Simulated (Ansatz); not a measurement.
For L1₀ (CuAu-type) TiAl, PBE-D4 (Ansatz, a first-principles code, plane waves, PAW) gives:

| Property | Value |
|---|---|
| equilibrium lattice constant a | 2.803 Å |
| lattice parameter c | 4.037 Å |
| enthalpy of formation | -0.415 eV/atom |

Problem. What does HSE06 (Ansatz, plane waves, PAW) give for the same quantities?

Solution. 
- lattice constant a: 2.801 Å (is nearly the same)
- lattice parameter c: 4.088 Å (rises by 1.3 %)
- formation enthalpy: -0.451 eV/atom (moves by -0.036 eV/atom)

For comparison: lattice constant a 2.826 Å (measured, temperature not stated, no zero-point or thermal correction, P4/mmm two-atom cell, a_fct/√2; as tabulated in Zope and Mishin (2003), arXiv:cond-mat/0306298); lattice parameter c 4.077 Å (measured, temperature not stated, no zero-point or thermal correction; as tabulated in Zope and Mishin (2003), arXiv:cond-mat/0306298); formation enthalpy -0.38 eV/atom (measured, temperature not stated, not corrected to a static lattice; as tabulated in Zope and Mishin (2003), arXiv:cond-mat/0306298).

Changes are worked out from the printed values.

Unless a cell is named, each level is at its own relaxed cell (PBE-D4 15.85, HSE06 16.03 Å³/atom).

The crystal itself was run without spin with PBE-D4, HSE06; a magnetic state was not tried in these runs.

Caveats: exact exchange on metals is sensitive to the k mesh and can open a false gap (HSE06). Ansatz's density-functional and Hartree–Fock values are scalar-relativistic unless marked +SOC, with PAW data made under PBE.
